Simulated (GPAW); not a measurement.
Band structure of YMg6Al (Amm2, 8 atoms in the cell).

```yaml
crystal:
  lattice:
    - [5.01794, 0.00000, 0.00000]
    - [0.00000, 3.29184, 5.66129]
    - [0.00000, -3.29184, 5.66129]
  atoms:
    - { symbol: Y, position: [0.00000, 0.67401, 0.67401] }
    - { symbol: Mg, position: [0.50000, 0.32292, 0.83828] }
    - { symbol: Mg, position: [0.50000, 0.83828, 0.32292] }
    - { symbol: Mg, position: [0.50000, 0.33255, 0.33255] }
    - { symbol: Mg, position: [0.00000, 0.16159, 0.67523] }
    - { symbol: Mg, position: [0.00000, 0.67523, 0.16159] }
    - { symbol: Mg, position: [0.00000, 0.16450, 0.16450] }
    - { symbol: Al, position: [0.50000, 0.83091, 0.83091] }
```

Method: PBEsol, GPAW PAW datasets PBEsol (made by gpaw-setup) (plane waves; GPAW 25.7.0).

Settings: mode = pw; ecut = 800 eV; xc = PBEsol; kpts = 4 3 3; mesh shift (steps) = 0 0 0; occupations.name = methfessel-paxton; occupations.width = 0.1 eV; occupations.order = 0; nbands = -12; symmetry.symmorphic = false; symmetry.tolerance = 0.0005; maxiter = 100; bandpath_npoints = 40.

The starting cell comes from a database of computed structures (which also holds hypothetical and non-ambient phases and stackings), without a prior relaxation at this level.

Levels in eV from the Fermi level, bands 34 to 41:
```
point     34     35     36     37     38     39     40     41
-----  -----  -----  -----  -----  -----  -----  -----  -----
Γ      -1.91  -1.83  -1.29  -0.62   0.24   0.69   1.80   1.80
X      -1.05  -0.99  -0.44   0.18   0.52   0.75   0.83   1.62
S      -0.93  -0.44  -0.24   0.29   0.39   0.44   0.94   1.39
R      -2.03  -1.70  -1.54   0.24   0.77   0.97   1.50   1.96
A      -3.08  -0.40  -0.33  -0.13   0.03   0.24   1.39   2.39
Z      -1.38  -1.34  -1.17  -1.05  -1.02  -0.43  -0.32  -0.20
Y      -0.92  -0.41  -0.01   0.22   0.37   0.83   1.23   1.26
X1     -1.05  -0.99  -0.44   0.18   0.52   0.75   0.83   1.62
A1     -3.08  -0.40  -0.33  -0.13   0.03   0.24   1.39   2.39
T      -2.27  -1.86  -1.47   0.23   0.63   1.07   1.56   1.72
```

Bands cross the Fermi level along this path, so the cell is metallic at this level.
